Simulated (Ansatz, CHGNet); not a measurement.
For cubic perovskite BaZrO3, the machine-learned potential CHGNet 0.3.0 (trained on PBE and PBE+U data) gives:

- lattice parameter a = 4.255 Å
- elastic constant C11 = 278 GPa
- elastic constant C44 = 54.7 GPa
- polycrystal shear modulus = 69.2 GPa

What does HSE06 (plane waves, PAW; Ansatz, a first-principles code) give for the same quantities?


- lattice constant a: 4.192 Å (decreases by 1.5 %)
- elastic constant C11: 321 GPa (goes up by 15 %)
- elastic constant C44: 92.9 GPa (increases by 70 %)
- Voigt–Reuss–Hill shear modulus: 102 GPa (rises by 47 %)

For comparison: lattice constant a 4.191 Å (measured, temperature not stated, not corrected to a static lattice; as tabulated in Evaestov et al. (2010), arXiv:1010.1170).

Changes are worked out from the printed values.

Unless a cell is named, each level is at its own relaxed cell (CHGNet 0.3.0 15.40, HSE06 14.73 Å³/atom).

Caveats: the relaxation could not lower the start's symmetry, so the cell can be a saddle point above a distorted one (CHGNet 0.3.0, HSE06). Ansatz's density-functional and Hartree–Fock values are scalar-relativistic unless marked +SOC, with PAW data made under PBE.
